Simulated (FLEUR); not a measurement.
FLEUR run on LuB2Ru3 (P6/mmm, 6 atoms in the cell): self-consistent single point.

Computed with LDA (Vosko-Wilk-Nusair), all-electron FLAPW (FLEUR), scalar-relativistic valence.

The change in words: lattice scaled by 0.98. Reference geometry:
```xyz
6
Lattice="5.4388 0.0000 0.0000 -2.7194 4.7101 0.0000 0.0000 0.0000 3.0106" Properties=species:S:1:pos:R:3 pbc="T T T"
Lu     0.0000     0.0000     0.0000
B      2.7194     1.5700     0.0000
B      0.0000     3.1401     0.0000
Ru     2.7194     0.0000     1.5053
Ru     1.3597     2.3551     1.5053
Ru    -1.3597     2.3551     1.5053
```

Reference input (self-consistent single point, DFT, LDA (Vosko-Wilk-Nusair), all-electron FLAPW (FLEUR), scalar-relativistic valence): Kmax = 4.3 1/bohr; GmaxXC = 17.2 1/bohr; xcFunctional = vwn; jspins = 1; l_soc = F; mode = gauss; fermiSmearingEnergy = 0.00999582 Htr; mesh (inpgen div1-3) = 6 6 9; inpgen gamma flag = true; Gmax = 17.2 1/bohr; numbands = 0; maxIterBroyd = 15. This run's input differs from it in these lines:

```diff
@@ -3,5 +3,5 @@
 &input film=f /
-5.4387898234 0.0000000410 0.0000000000
--2.7193949472 4.7101301324 0.0000000000
-0.0000000000 0.0000000000 3.0105900000
+5.3300136960 0.0000000705 0.0000000000
+-2.6650069091 4.6159272280 0.0000000000
+0.0000000000 0.0000000000 2.9503780000
 1.8897261246
@@ -48,5 +48,5 @@
          <bravaisMatrix>
-            <row-1>   10.2778232154875990     0.0000000774787711     0.0000000000000000</row-1>
-            <row-2>   -5.1389116748290773     8.9008559614619358     0.0000000000000000</row-2>
-            <row-3>    0.0000000000000000     0.0000000000000000     5.6891905734595136</row-3>
+            <row-1>   10.0722661258070012     0.0000001332256918     0.0000000000000000</row-1>
+            <row-2>   -5.0361331783657679     8.7228382720040614     0.0000000000000000</row-2>
+            <row-3>    0.0000000000000000     0.0000000000000000     5.5754063840450989</row-3>
          </bravaisMatrix>
```

Output, abridged:

```
 Iteration:     1   Distance:      24.80541754 me/bohr^3
 Iteration:     2   Distance:      20.55168057 me/bohr^3
 Iteration:     3   Distance:       7.85028036 me/bohr^3
 Iteration:     4   Distance:       5.85265925 me/bohr^3
 Iteration:     5   Distance:       3.83164732 me/bohr^3
   [... 12 lines left out ...]
 Iteration:    18   Distance:       0.00029730 me/bohr^3
 Iteration:    19   Distance:       0.00006131 me/bohr^3
 Iteration:    20   Distance:       0.00001191 me/bohr^3
 Iteration:    21   Distance:       0.00000886 me/bohr^3
 Run finished successfully
 Stop message:
   Structural relaxation: Done

[file out, last iteration]
             iter=     22
[...]
          total density-effective poten   -4.7406513923E+04
          total charge density-energy d   -6.8954621115E+02
 Updated energy parameters for spin:           1
[...]
 fermi energy and band-weighting factors:

[...]
FERMIE:
          first approx. to ef    (T=0)  :   0.518638 htr   (energy of the highest occ. eigenvalue)
          number of occ. states  (T=0)  :       1278
          first approx. to seigv (T=0)  :  -6.618160 htr
          sum of weights of occ. states :  36.561728
          sum of semicore charge        :   0.000000 e
          fermi energy=   0.51747 har   work function= -14.08111 ev
          number of valence electrons=  73.00000
     band-weighting factor for spin=    1
   [... lines left out ...]
          total moment                 =     0.00000
 Direct bandgap for spin            1 :    5.5722929687691547E-003  Htr
 ---->    free energy=                    -28204.0730842802 htr
   [... lines left out ...]
 TOTAL FORCE FOR ATOM TYPE=  1  X=  0.000   Y=  0.000   Z=  0.000
                       FX_TOT= 0.000000 FY_TOT= 0.000000 FZ_TOT= 0.000000
 TOTAL FORCE FOR ATOM TYPE=  2  X= -5.036   Y=  2.908   Z=  0.000
                       FX_TOT= 0.000000 FY_TOT= 0.000000 FZ_TOT= 0.000000
 TOTAL FORCE FOR ATOM TYPE=  3  X=  5.036   Y=  0.000   Z=  2.788
                       FX_TOT= 0.000000 FY_TOT= 0.000000 FZ_TOT= 0.000000
 Structural relaxation: Done
```

The run converged in 21 iterations. FLEUR gives forces in its relaxation mode, with a further iteration, so its stop message speaks of a relaxation. Against the reference run the total energy drops by 4.8 meV/atom.

The starting cell comes from a database of computed structures (which also holds hypothetical and non-ambient phases and stackings), without a prior relaxation at this level. For this run, on top of that: lattice scaled by 0.98. Spin-orbit coupling is off. Spin polarisation is off. Values depend on the basis (sphere radii, cutoffs, local orbitals), which need not be converged. The log's line on a gap gives a spacing of levels on this mesh, which the program prints for metals too.

Cost on one core of a shared machine: roughly 5 min.
